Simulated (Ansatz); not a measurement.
System: PbS (C2/m, No. 12, 4 atoms in the cell; start mp-726184; a measured phase of this formula has another space group). Method: PBE0 (Ansatz, a program for electronic structure, plane waves, PAW).

Settings: plane-wave cutoff 500 eV, 6×6×1 k mesh (along the axes of the cell as run), gaussian smearing 0.02 eV, scalar-relativistic PAW data made under PBE.

Cell (relaxed with r²SCAN):

Space group C2/m (No. 12); a = b = 5.964 Å, c = 16.566 Å, α = γ = 90.00°, β = 94.37°

```json
[
 {"atom": "Pb", "site": "4i", "symmetry": "m", "x": "0.2679", "y": "0.5000", "z": "0.0866"},
 {"atom": "S", "site": "4i", "symmetry": "m", "x": "0.2658", "y": "0.0000", "z": "0.0743"}
]
```
(The calculation used a cell of 4 atoms; values per cell refer to that cell.)

What does this level give for the band gap?


- band gap: 3.37 eV (on the SCF k mesh)

Note: cell and atoms aren't relaxed at this level; the cell has widely spaced layers and the level no dispersion term, so their spacing and the moduli can rest on weak binding.

Spin–orbit coupling is not included; with these elements it can move the gap by several tenths of an eV or more.

Computed values are for the static lattice.

A start named mp-… is a Materials Project structure, which need not be a measured phase.
